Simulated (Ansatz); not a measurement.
**A computed series for TiS2: point defects**

Base system: a 9-atom supercell of TiS2 in the CdI2 type structure (space group P-3m1, No. 164; layered, stacked along the Cartesian z axis) at its relaxed geometry.

```
TiS2
1.0
    5.04075    -2.91028     0.00000
    0.00000     5.82055     0.00000
   -1.68025    -2.91028     5.52286
Ti S
3 6
Cartesian
  0.00000   0.00000   0.00000
  3.36050   0.00000   0.00000
  1.68025   2.91028   0.00000
  0.00000   1.94018   1.42796
  3.36050   1.94018   1.42796
  1.68025  -0.97009   1.42796
  1.68025   0.97009   4.09489
  0.00000  -1.94018   4.09489
  3.36050  -1.94018   4.09489
```

One neutral defect a cell, atoms relaxed at fixed cell.

Calculations: PBE-D3(BJ), PAW, 420 eV (Ansatz, a program for electronic structure; scalar-relativistic without spin-orbit coupling), earlier PAW set.

| variant | pressure | largest displacement of a host atom from its site in the perfect cell |
|---|---|---|
| perfect supercell | 0.0 GPa | – |
| S vacancy, symmetric start | 1.8 GPa | 0.31 Å |
| Pb on a S site, symmetric start | 1.5 GPa | 0.21 Å |
| P on a S site, symmetric start | -1.4 GPa | 0.02 Å |
| S on a Ti site (antisite) | 2.0 GPa | 0.18 Å |
| H interstitial (started 1.97 Å from the nearest host atom) | 2.4 GPa | 0.14 Å |

The cell is small, so the values are those of an ordered compound at a high defect concentration; dilute-limit values will differ. Defects with a symmetric start kept the site's symmetry and may sit on a saddle; the others started slightly shaken. All final runs are without spin polarisation.
